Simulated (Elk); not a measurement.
## Worked example: self-consistent single point of Sr3Ca (Pm-3m, 4 atoms in the cell) in Elk

Method: PBEsol, all-electron FP-LAPW, Elk's shipped species files, default APW+lo basis run with Elk.

This input was run:

```
tasks
  0

xctype
  22

stype
  0

swidth
  0.00499791

maxscl
  100

avec
   11.3170973289    0.0000000000    0.0000000000
    0.0000000000   11.3170973289    0.0000000000
    0.0000000000    0.0000000000   11.3170973289

atoms
  2
  'Sr.in'
  3
  0.0000000000  0.5000000000  0.5000000000    0.0 0.0 0.0
  0.5000000000  0.0000000000  0.5000000000    0.0 0.0 0.0
  0.5000000000  0.5000000000  0.0000000000    0.0 0.0 0.0
  'Ca.in'
  1
  0.0000000000  0.0000000000  0.0000000000    0.0 0.0 0.0

ngridk
  4 4 4
```

Output, abridged:

```
│ Elk code version 10.2.4 │

All units are atomic (Hartree, Bohr, etc.)

│ Ground-state run starting from atomic densities │

Lattice vectors :
   11.31709733       0.000000000       0.000000000
   0.000000000       11.31709733       0.000000000
   0.000000000       0.000000000       11.31709733

Unit cell volume      :    1449.456388
Brillouin zone volume :   0.1711332714

Muffin-tin inner radius fraction :   0.1000000000E-01

Nuclei treated as point charges

Species :    1 (Sr)
 parameters loaded from : Sr.in
 name : strontium
 nuclear charge    :   -38.00000000
 electronic charge :    38.00000000
 atomic mass :    159721.4890
 muffin-tin radius :    2.600000000
 number of radial points in muffin-tin :    597
 atomic positions (lattice), magnetic fields (Cartesian) :
   1 :   0.00000000  0.50000000  0.50000000    0.00000000  0.00000000  0.00000000
   2 :   0.50000000  0.00000000  0.50000000    0.00000000  0.00000000  0.00000000
   3 :   0.50000000  0.50000000  0.00000000    0.00000000  0.00000000  0.00000000

Species :    2 (Ca)
 parameters loaded from : Ca.in
 name : calcium
 nuclear charge    :   -20.00000000
 electronic charge :    20.00000000
 atomic mass :    73057.72469
 muffin-tin radius :    2.400000000
 number of radial points in muffin-tin :    497
 atomic positions (lattice), magnetic fields (Cartesian) :
   1 :   0.00000000  0.00000000  0.00000000    0.00000000  0.00000000  0.00000000

Total number of atoms per unit cell :    4

Spin treatment :
 spin-unpolarised

Number of Bravais lattice symmetries :   48
Number of crystal symmetries         :   48
Crystal has inversion symmetry
Real symmetric eigensolver will be used

k-point grid :      4     4     4
k-point offset :    0.000000000       0.000000000       0.000000000
k-point set is reduced with full crystal symmetry group
Total number of k-points :       10

Muffin-tin radius times maximum |G+k| :    7.000000000
 using average radius
Maximum |G+k| for APW functions       :    2.745098039
Maximum (1/2)|G+k|²                   :    3.767781622
Maximum |G| for potential and density :    12.00000000
 potential will be trimmed for |G| > 2 gkmax
Constant for pseudocharge density :    8
Radial integration step length :    4

G-vector grid sizes :     45    45    45
Number of G-vectors :    42379

Maximum angular momentum used for
 APW functions                      :    8
 outer part of muffin-tin           :    6
 inner part of muffin-tin           :    1

Total nuclear charge    :   -134.0000000
Total core charge       :    94.00000000
Total valence charge    :    40.00000000
Total excess charge     :    0.000000000
Total electronic charge :    134.0000000

Effective Wigner radius, rₛ :    1.371946728

Number of empty states         :   16
Total number of valence states :   36
Total number of core states    :   94

Total number of local-orbitals :   32

Exchange-correlation functional :     22     0     0
 PBEsol, Phys. Rev. Lett. 100, 136406 (2008)
 gradient requirement :    1
 generalised gradient approximation (GGA)

Smearing type :    0
 Gaussian
Smearing width :   0.4997910000E-02
Effective electronic temperature (K) :    1578.215154

Mixing type :    3
 Broyden mixing, J. Phys. A: Math. Gen. 17, L317 (1984)

Kohn-Sham potential initialised from atomic data

│ Self-consistent loop started │
│ Loop number : 1 │
 total energy                :     -10218.5733117
│ Loop number : 2 │
 total energy                :     -10218.5258032
RMS change in Kohn-Sham potential (target) :   0.1757177722     (  0.1000000000E-05)
Absolute change in total energy (target)   :   0.4750845146E-01 (  0.1000000000E-03)
│ Loop number : 3 │
 total energy                :     -10216.5153399
RMS change in Kohn-Sham potential (target) :   0.1071202050     (  0.1000000000E-05)
Absolute change in total energy (target)   :    2.022340439     (  0.1000000000E-03)
│ Loop number : 4 │
 total energy                :     -10214.7414285
RMS change in Kohn-Sham potential (target) :   0.4458839163E-01 (  0.1000000000E-05)
Absolute change in total energy (target)   :    2.279496468     (  0.1000000000E-03)
│ Loop number : 5 │
 total energy                :     -10213.8850398
RMS change in Kohn-Sham potential (target) :   0.1439503205E-01 (  0.1000000000E-05)
Absolute change in total energy (target)   :    1.426262844     (  0.1000000000E-03)
│ Loop number : 6 │
 total energy                :     -10213.5796470
RMS change in Kohn-Sham potential (target) :   0.3175435217E-02 (  0.1000000000E-05)
Absolute change in total energy (target)   :   0.6619585331     (  0.1000000000E-03)
│ Loop number : 7 │
 total energy                :     -10213.4899511
RMS change in Kohn-Sham potential (target) :   0.1315357985E-03 (  0.1000000000E-05)
Absolute change in total energy (target)   :   0.2551855220     (  0.1000000000E-03)
│ Loop number : 8 │
 total energy                :     -10213.4903747
RMS change in Kohn-Sham potential (target) :   0.7062944733E-04 (  0.1000000000E-05)
Absolute change in total energy (target)   :   0.6337280588E-01 (  0.1000000000E-03)
│ Loop number : 9 │
 total energy                :     -10213.4882475
RMS change in Kohn-Sham potential (target) :   0.3924414851E-04 (  0.1000000000E-05)
Absolute change in total energy (target)   :   0.1797041447E-01 (  0.1000000000E-03)
│ Loop number : 10 │
 total energy                :     -10213.4875456
RMS change in Kohn-Sham potential (target) :   0.8634277523E-05 (  0.1000000000E-05)
Absolute change in total energy (target)   :   0.5194484098E-02 (  0.1000000000E-03)
│ Loop number : 11 │
 total energy                :     -10213.4875084
RMS change in Kohn-Sham potential (target) :   0.4907123732E-05 (  0.1000000000E-05)
Absolute change in total energy (target)   :   0.1335796340E-02 (  0.1000000000E-03)
│ Loop number : 12 │
 total energy                :     -10213.4875002
RMS change in Kohn-Sham potential (target) :   0.7084479241E-06 (  0.1000000000E-05)
Absolute change in total energy (target)   :   0.3421106085E-03 (  0.1000000000E-03)
│ Loop number : 13 │
 total energy                :     -10213.4875004
RMS change in Kohn-Sham potential (target) :   0.1683106584E-06 (  0.1000000000E-05)
Absolute change in total energy (target)   :   0.8532100583E-04 (  0.1000000000E-03)
Convergence targets achieved

│ Loop number : 14 │

Energies :
 Fermi                       :     0.107295485758
 sum of eigenvalues          :     -6030.09577683
 electron kinetic            :      10502.9700355
 core electron kinetic       :      10317.6092530
 Coulomb                     :     -20371.3943887
 Coulomb potential           :     -16080.3516101
 nuclear-nuclear             :     -839.958732769
 electron-nuclear            :     -22982.5197018
 Hartree                     :      3451.08404585
 Madelung                    :     -12331.2185837
 xc potential                :     -452.714202253
 exchange                    :     -337.741556677
 correlation                 :     -7.32159003960
 total energy                :     -10213.4874999

Density of states at Fermi energy :    153.0186254
 (states/Hartree/unit cell)

Estimated indirect band gap :   0.9481182385E-03
 from k-point      4 to k-point      8
Estimated direct band gap   :   0.6939181067E-02
 at k-point     10

Charges :
 core                        :    94.00000000
 valence                     :    40.00000000
 interstitial                :    8.205614884
 muffin-tins (core leakage)
  species :    1 (Sr)
   atom    1                 :    35.90590339     (  0.2884269173E-04)
   atom    2                 :    35.90590339     (  0.2884269173E-04)
   atom    3                 :    35.90590339     (  0.2884269173E-04)
  species :    2 (Ca)
   atom    1                 :    18.07667495     (  0.1951937101E-07)
 total in muffin-tins        :    125.7943851
 total calculated charge     :    134.0171561
 total charge                :    134.0000000
 error                       :   0.1715611973E-01

│ Self-consistent loop stopped │
```

The run converged in 14 iterations. The count includes the last loop, which Elk runs after its targets are met.

The starting cell comes from a database of computed structures (which also holds hypothetical and non-ambient phases and stackings), without a prior relaxation at this level. Values depend on the basis (sphere radii, cutoffs, local orbitals), which need not be converged. The log's line on a gap gives a spacing of levels on this mesh, which the program prints for metals too.
